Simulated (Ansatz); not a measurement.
BP (F-43m), Ansatz (a first-principles code) with PBE, rigid bands: Condition of this run: functional PBE, cell relaxed with it. band gap 1.25 eV, N_c = 4.11e19 cm⁻³ and N_v = 3.80e19 cm⁻³ at 300 K, conductivity masses of 0.333 mₑ (electrons) and 0.386 mₑ (holes). Take k_BT = 0.02585 eV.

### Question
Find the intrinsic carrier density and the intrinsic Fermi level.

### Answer
n_i = √(N_c N_v) exp(−E_g/2k_BT) = 3.95e19 × exp(−24.18) = 1.3e9 cm⁻³. The level lies (k_BT/2) ln(N_v/N_c) = -1 meV from mid-gap (positive towards the conduction band). Each 0.1 eV added to the gap lowers n_i by a factor of 6.9.

### Question
What built-in voltage has an abrupt junction with N_A = 1e16 and N_D = 1e18 cm⁻³, all dopants ionised?

### Answer
V_bi = E_g/e − (k_BT/e) ln(N_c N_v/(N_A N_D)) = 1.25 − 0.02585 × 11.96 = 0.94 V. It follows the computed gap one for one.

### Question
What thermal injection velocity √(2k_BT/πm) limits a ballistic channel?

### Answer
9.32e6 cm/s for electrons and 8.66e6 cm/s for holes, a ratio of √(m_h/m_e) = 1.08, for dilute carriers.

Rigid, parabolic bands with the computed gap; masses take one relaxation time for all states. Spin-orbit coupling is left out; where it splits the top of the valence band, N_v and the p-type Seebeck coefficient come out somewhat high without it.
